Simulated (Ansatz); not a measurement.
**Cl on the 1x1 (101) surface of tetragonal HfO2 (a metastable polymorph) (cut with top plane O), one in a 2x1 cell, started at the site 'over Hf at depth 1.0 Å'**

Host crystal: tetragonal HfO2, with a band gap (PBE, scalar-relativistic without spin-orbit coupling).

Computed with PBE (plane waves to 420 eV, PAW; Ansatz, a first-principles code).

Set-up: 37 atoms, 7.6 Å thick at the start under the adsorbate (thin: gaps and levels are the slab's own); mesh 3x3x1; 0.01 eV smearing; dipole correction on; 16 atoms held, the rest relaxed; held to the start's symmetry, so lower structures may exist; spin-polarised, ending with about 1.0 μB a cell; orders that need a larger cell were not tried, no spin-orbit, no U, no dispersion correction. At the end it is bonded to Hf. In PBE this state lies 0.33 eV over the lowest of the starts that converged ('bridge O-O (span 4.0 Å)', where the adsorbate broke or entered a bond of the host).

```
Item                                                                                                                     Value
--------------------------------------------------------------------------------------  --------------------------------------
adsorption energy against ½ Cl2(g)                                                                                     0.20 eV
change of the step from the bottom to the top vacuum level, against the clean slab                                     0.53 eV
energy released by relaxation                                                                                          0.53 eV
height of the binding atom over the mean of the host atoms within 0.3 Å of the top one                                 1.907 Å
magnetic moment of the cell                                                                                            1.00 μB
nearest host atoms of the binding atom                                                  Hf at 2.44 Å, O at 2.90 Å, O at 2.90 Å
largest move of a host atom                                                                                             0.32 Å
```

A negative adsorption energy means that the adsorbate is more stable on the surface than in its reference.
